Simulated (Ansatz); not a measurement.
Symmetric slabs, relaxed from ideal cuts in 1x1 cells, of elemental solids: surface energy (J/m²) by functional, in Ansatz (plane waves, PAW). All structures are PBE's; the other columns are single points with references at the same level. No spin-orbit coupling, Hubbard U or dispersion. The rows are a random draw from the class, without slabs that broke up, higher cuts of a face and adsorbates that left their site.

```
system                                               PBE (J/m²)  r2SCAN (J/m²)
---------------------------------------------------  ----------  -------------
hcp Lu (10-11), ideal cut with outer spacing 0.44 Å        1.11           1.21
hcp Y (10-10), ideal cut with outer spacing 1.06 Å         0.97              ?
fcc Ca (110), ideal cut with outer spacing 1.96 Å          0.54           0.60
fcc Pd (111), ideal cut with outer spacing 2.28 Å          1.37           1.59
fcc Ca (111), ideal cut with outer spacing 3.19 Å          0.47           0.52
bcc Mo (211), ideal cut with outer spacing 1.29 Å          2.92           3.13
hcp Ru (10-13), ideal cut with outer spacing 0.20 Å        3.06           3.29
bcc W (221), ideal cut with outer spacing 0.53 Å           3.60           3.89
```

Q: Fit a straight line y = a·x + b by least squares to the 7 complete rows (x: PBE (J/m²); y: r2SCAN (J/m²)).

A: the means are x̄ = 1.8671 and ȳ = 2.0329; Σ(x − x̄)² = 10.068 and Σ(x − x̄)(y − ȳ) = 10.731, so a = 1.066 and b = ȳ − a·x̄ = 0.043. The largest residual is 0.087.

Q: What does the line predict for the withheld row, hcp Y (10-10), ideal cut with outer spacing 1.06 Å, and what did the calculation give?

A: the line gives 1.08; the calculation gave 1.04, a miss of -0.04, of the size of the fitted rows' scatter and rounding.

Ansatz is a quantum-chemistry and plane-wave program.
